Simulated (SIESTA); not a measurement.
Band structure of MgCd2 (Cmcm, 6 atoms in the cell).

```
MgCd2
1.0
    1.56280    -8.06959     0.00000
    1.56280     8.06959     0.00000
    0.00000     0.00000     5.03348
Mg Cd
2 4
Direct
  0.44244   0.55756   0.25000
  0.55756   0.44244   0.75000
  0.10823   0.89177   0.25000
  0.89177   0.10823   0.75000
  0.77903   0.22097   0.25000
  0.22097   0.77903   0.75000
```

Method: SIESTA with GGA PBEsol, numerical atomic orbitals TZP, PseudoDojo PBEsol standard norm-conserving potentials (rewritten from UPF to PSML).

Settings: XC.functional = GGA; XC.authors = PBEsol; potentials = PseudoDojo PBEsol standard; PAO.BasisSize = TZP; PAO.EnergyShift = 0.01 Ry; MeshCutoff = 400 Ry; kgrid.MonkhorstPack = 5 5 3; OccupationFunction = MP; OccupationMPOrder = 0; ElectronicTemperature = 50 meV; MaxSCFIterations = 150; SCF.Mixer.Method = Pulay; SCF.Mixer.Weight = 0.2; SCF.Mixer.History = 8.

The starting cell comes from a database of computed structures (which also holds hypothetical and non-ambient phases and stackings), without a prior relaxation at this level. Values carry the incompleteness of an atom-centred basis.

Levels in eV from the Fermi level, bands 47 to 52:
| point | 47 | 48 | 49 | 50 | 51 | 52 |
|---|---|---|---|---|---|---|
| Γ | -5.86 | -2.31 | -1.39 | 0.50 | 0.62 | 0.77 |
| X | -3.70 | -1.40 | -1.17 | 0.87 | 1.40 | 2.09 |
| S | -2.81 | -2.63 | -0.28 | -0.13 | 2.03 | 2.29 |
| R | -2.27 | -2.27 | -1.71 | -1.71 | -0.54 | -0.54 |
| A | -2.36 | -2.36 | -2.00 | -2.00 | 0.01 | 0.01 |
| Z | -4.38 | -4.38 | -4.11 | -4.11 | 3.47 | 3.47 |
| Y | -2.82 | -2.77 | -1.66 | -1.31 | -0.66 | -0.60 |
| X1 | -3.70 | -1.40 | -1.17 | 0.87 | 1.40 | 2.09 |
| A1 | -2.36 | -2.36 | -2.00 | -2.00 | 0.01 | 0.01 |
| T | -5.99 | -5.99 | -1.64 | -1.64 | -0.28 | -0.28 |

Bands cross the Fermi level along this path, so the cell is metallic at this level.

Higher empty bands are left out: an atom-centred basis made for the valence describes them poorly.
